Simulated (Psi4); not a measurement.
Psi4 1.11, WB97X/def2-tzvp: tin monoxide ([O]=[Sn]), 2 atoms. The geometry is a generated start, not checked to be a minimum at this level.

```json
{
 "task": "energy",
 "method": "wb97x",
 "basis": "def2-tzvp",
 "memory": "3 GB",
 "maxiter": "100",
 "keys_of_the_molecule_block": "symmetry c1",
 "scf_type": "df (default)",
 "e_convergence": "1e-06 (default)",
 "d_convergence": "1e-06 (default)",
 "dft_radial_points": "75 (default)",
 "dft_spherical_points": "302 (default)",
 "effective_core_potentials": "those of the basis set, past Kr",
 "basis_functions": "81",
 "grid_points": "43220"
}
```

```xyz
2

Sn     0.9014    -0.0180     0.0094
O     -0.9014     0.0180    -0.0094
```

With the defaults (diis = true, scf_initial_accelerator = adiis, damping_percentage = 0, soscf = false, soscf_start_convergence = 0.01, level_shift = 0, level_shift_cutoff = 0.01, guess = auto, which took SAD, diis_max_vecs = 10) it converges in 9 SCF iterations. One run each on 2 threads, with these changes:
- diis_max_vecs = 3
- soscf = true, soscf_start_convergence = 0.1
- guess = sapgau
- scf_initial_accelerator = ediis
- diis_max_vecs = 20
- level_shift = 0.1, level_shift_cutoff = 0.001
- guess = modhuckel
- soscf = true
- diis = false, scf_initial_accelerator = none, damping_percentage = 60

### Question
Which of these changes keep the SCF from converging, or lead it to another solution?

### Answer
No convergence: diis = false, scf_initial_accelerator = none, damping_percentage = 60 (the run ends without SCF convergence in 100 iterations). The rest reach the solution of the defaults.

| setting | SCF iterations | JK calls | end |
|---|---|---|---|
| soscf = true, soscf_start_convergence = 0.1 | 6 | 22 | same solution |
| soscf = true | 7 | 23 | same solution |
| the defaults | 9 | 10 | same solution |
| diis_max_vecs = 20 | 9 | 10 | same solution |
| scf_initial_accelerator = ediis | 9 | 10 | same solution |
| level_shift = 0.1, level_shift_cutoff = 0.001 | 10 | 11 | same solution |
| guess = modhuckel | 10 | 67 | same solution |
| diis_max_vecs = 3 | 12 | 13 | same solution |
| guess = sapgau | 15 | 15 | same solution |
| diis = false, scf_initial_accelerator = none, damping_percentage = 60 | 100 | 101 | no convergence |

An SOSCF iteration holds several JK calls; a Hückel guess adds calls on atoms. 1 further run of the study ended by our limits or in an error and is left out.
